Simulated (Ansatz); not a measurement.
The parent structure is ZnO in the wurtzite structure (space group P6_3mc, No. 186; a = 3.280 Å, c = 5.294 Å). Axes: x lies along a and z along c of the hexagonal cell.

All numbers come from PBE/PAW in Ansatz (a quantum-chemistry and plane-wave program), no SOC, earlier PAW set.

For the base:

The electron mass is 0.14 mₑ (at Γ) and the valence-band top at Γ is 0.00, 0.00, -0.08 eV.

Perturbation: uniaxial strain ε_zz = +1.05 %, all other strain components held at zero, atoms relaxed at fixed cell.

How does this affect the electron mass?

The electron mass becomes 0.13 mₑ (at Γ) (base: 0.14 mₑ (at Γ)).

What happens to the energy relative to the base?

The energy goes up by 0.9 meV/atom.

Predict the new valence-band top at Γ.

The valence-band top at Γ (three highest levels, from the VBM) becomes 0.00, 0.00, -0.09 eV (base: 0.00, 0.00, -0.08 eV).

What does the calculation give for the stress after the change?

The stress (xx, yy, zz, yz, xz, xy; compression positive) is (-0.93, -0.93, -2.09, 0.00, 0.00, 0.00) GPa.

The levels and masses belong to the bands next to the band gap. Masses are band curvatures over ±0.01 Å⁻¹ around the edge. No phonon test of stability was made.
